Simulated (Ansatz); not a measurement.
**How far PBE and r2SCAN part for CoSi**

Start from CoSi (space group P2_13, No. 198; a = 4.431 Å; non-magnetic).

(Cell as relaxed with PBE.)

Levels (all Ansatz, a first-principles code, PAW): PBE (420 eV, without spin-orbit coupling); r2SCAN (500 eV, no SOC).

Each level relaxes its own structure.

| quantity | PBE | r2SCAN |
|---|---|---|
| volume per atom | 10.87 Å³ | 10.53 Å³ |
| lattice parameter a | 4.431 Å | 4.383 Å |
| band gap | zero | zero |

PBE's volume per atom lies 0.347 Å³ above r2SCAN's (3.3 %); PBE's lattice parameter a lies 0.048 Å above r2SCAN's (1.1 %); the two agree on the band gap. Neither level is exact; r2SCAN is the comparison here, not a measurement.

No phonon test of stability was made. Starting moments died away, wholly or in part, for the base; another magnetic solution may exist. All final runs are without spin polarisation. The zero or small gap of CoSi can change with the level of theory.
